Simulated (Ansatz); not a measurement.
HF on the 1x1 (110) surface of bcc Ta, one in a 2x2 cell, energies for each (31.2 Å²). Energies are against HF(g), without zero-point or thermal terms; each row is named by its start.

Level of theory: PBE with D3(BJ) dispersion (plane waves to 420 eV, PAW; Ansatz, a program for electronic structure).

Slab: 18 atoms, 6.8 Å thick at the start under the adsorbate (thin: gaps and levels are the slab's own); k 5x5x1, smearing 0.1 eV, dipole-corrected; 8 atoms held, the rest relaxed; each run with such symmetry as its start has; no spin, no spin-orbit, no U.

A negative adsorption energy means that the adsorbate is more stable on the surface than in its reference. Starts that drift may end in the same place. Heights count from the host atoms within 0.3 Å of the top one.

```
starting site              E_ads (eV)  height (Å)  nearest host atom (Å)  bonded to  Δ work function (eV)  lateral drift (Å)
-------------------------  ----------  ----------  ---------------------  ---------  --------------------  -----------------
top Ta                          -0.41        2.41                Ta 2.38         Ta                  0.13                0.5
hollow Ta-Ta-Ta                 -0.36        2.40                Ta 2.43         Ta                  0.14                1.0
bridge Ta-Ta (span 2.9 Å)       -0.41        2.41                Ta 2.38         Ta                  0.12                1.2
bridge Ta-Ta (span 3.3 Å)       -0.41        2.40                Ta 2.37         Ta                  0.13                1.1
```
